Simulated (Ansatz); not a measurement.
## Pd: pressure 0.3 GPa

Take Pd in the fcc (Cu type) structure (space group Fm-3m, No. 225; a = 3.9083 Å) as the base.

Perturbation: a hydrostatic pressure of 0.3 GPa.

All numbers come from r2SCAN (Ansatz, a program for electronic structure; PAW; 500 eV plane waves; scalar-relativistic without spin-orbit coupling). Γ-centred 20×20×20 mesh, Fermi–Dirac width 0.05 eV.

The volume per atom decreases by 0.024 Å³ (14.93 Å³ → 14.90 Å³) and the density rises by 0.02 g/cm³ to 11.86 g/cm³. The enthalpy H = E + PV relative to the base's energy comes out as +0.03 eV/atom and the band gap is still zero.

Final structure:

```xyz
1
Lattice="0.0000 1.9531 1.9531 1.9531 0.0000 1.9531 1.9531 1.9531 0.0000" Properties=species:S:1:pos:R:3 pbc="T T T"
Pd     0.0000     0.0000     0.0000
```

Load acts through the strain it causes; cell and atoms are relaxed under it. No phonon test of stability was made. The final runs are not spin-polarised. Pd has a high density of states at the Fermi level and may be magnetic at this level.
